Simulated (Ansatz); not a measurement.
SiGe (model structure, Pmma, No. 51, 4 atoms in the cell), treated with LDA (PAW; Ansatz, an electronic-structure program).

Numerical settings: plane-wave cutoff 520 eV, 10×10×6 k mesh (along the axes of the cell as run), Fermi–Dirac smearing 0.01 eV, scalar-relativistic PAW data made under PBE.

Cell (relaxed at this level):

```yaml
crystal:
  lattice:
    - [3.88856, 0.00000, 0.00000]
    - [0.00000, 3.89400, 0.00000]
    - [0.00000, 0.00000, 5.49789]
  atoms:
    - { symbol: Si, position: [0.75000, 0.00000, 0.87987] }
    - { symbol: Si, position: [0.25000, 0.00000, 0.12013] }
    - { symbol: Ge, position: [0.25000, 0.50000, 0.36948] }
    - { symbol: Ge, position: [0.75000, 0.50000, 0.63052] }
```

### Question
Predict the band gap and bulk modulus B0.

### Answer

- band gap = 0.26 eV (on the SCF k mesh)
- bulk modulus B0 = 85.0 GPa

Note: the bulk modulus is −V dP/dV from two relaxed cells at ±2 % in volume; the relaxation could raise the start's symmetry but not lower it, so the cell can be a saddle point.

Spin–orbit coupling is not included.

Static lattice: no zero-point or thermal effects.

It cost very roughly 70 core-seconds of CPU time.

A model structure was made by putting elements into a prototype or built by hand; it is no filed structure, need not be a known phase, and can be a saddle point held by its symmetry.
